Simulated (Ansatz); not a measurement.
MgTe: response to strain

Take MgTe in the zinc blende structure (space group F-43m, No. 216; a = 6.4393 Å) as the base. Axes: x, y, z lie along the cube axes.

Strains are applied to the cell and any free atomic positions relax.

Calculations: Ansatz (a quantum-chemistry and plane-wave program) PBEsol, spin-orbit coupling left out.

Notes on the quantities. pressure: mean of the normal stresses, compression positive; energy relative to the base: free energy F.

```tsv
change	band gap	electron mass	pressure	energy relative to the base	volume per atom
base	2.35 eV	0.16 mₑ (at Γ)	-0.01 GPa	0 meV/atom	33.38 Å³
uniaxial strain ε_zz = −3.00 %	2.42 eV	0.17 mₑ (at Γ)	1.15 GPa	+4.2 meV/atom	32.37 Å³
uniaxial strain ε_zz = −2.50 %	2.41 eV	0.17 mₑ (at Γ)	0.94 GPa	+2.9 meV/atom	32.54 Å³
uniaxial strain ε_zz = −2.00 %	2.40 eV	0.17 mₑ (at Γ)	0.74 GPa	+1.9 meV/atom	32.71 Å³
uniaxial strain ε_zz = −1.00 %	2.37 eV	0.16 mₑ (at Γ)	0.36 GPa	+0.5 meV/atom	33.04 Å³
uniaxial strain ε_zz = −0.50 %	2.36 eV	0.16 mₑ (at Γ)	0.17 GPa	+0.1 meV/atom	33.21 Å³
uniaxial strain ε_zz = +1.00 %	2.29 eV	0.16 mₑ (at Γ)	-0.36 GPa	+0.5 meV/atom	33.71 Å³
uniaxial strain ε_zz = +2.00 %	2.24 eV	0.16 mₑ (at Γ)	-0.70 GPa	+1.9 meV/atom	34.04 Å³
uniaxial strain ε_zz = +2.50 %	2.21 eV	0.16 mₑ (at Γ)	-0.87 GPa	+3.0 meV/atom	34.21 Å³
uniaxial strain ε_zz = +3.00 %	___	0.16 mₑ (at Γ)	___	___	34.38 Å³
```

Fill in the withheld entries from the trend.


- uniaxial strain ε_zz = +3.00 %, band gap: 2.19 eV
- uniaxial strain ε_zz = +3.00 %, pressure: -1.03 GPa
- uniaxial strain ε_zz = +3.00 %, energy relative to the base: +4.3 meV/atom

With Te present, leaving out spin-orbit coupling can change the band edges. Masses are band curvatures over ±0.01 Å⁻¹ around the edge. Whether these cells are dynamically stable was not tested.
